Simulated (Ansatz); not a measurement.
The reference is BaTiO3 (space group P4mm, No. 99; a = 3.973 Å, c = 4.112 Å). Axes: x, y, z lie along a, b, c of the conventional cell.

All numbers come from Kohn–Sham DFT with the r2SCAN functional, run in Ansatz (a quantum-chemistry and plane-wave program) with PAW and 500 eV plane waves, no spin-orbit coupling, earlier PAW set.

Before the change:

- Smallest direct gap = 2.70 eV

It is then changed as follows: uniaxial stress, 3 GPa compression along x; all other stress components relax to zero.

### Question
How does this affect the strain response?

### Answer
The strain response (xx, yy, zz) comes out as (−1.33, +0.30, +0.82) %.

### Question
Estimate the effect on the smallest direct gap.

### Answer
The smallest direct gap goes up by 0.05 eV to 2.75 eV.

Beyond what the load breaks, stability against distortions was not tested. The final runs are not spin-polarised.
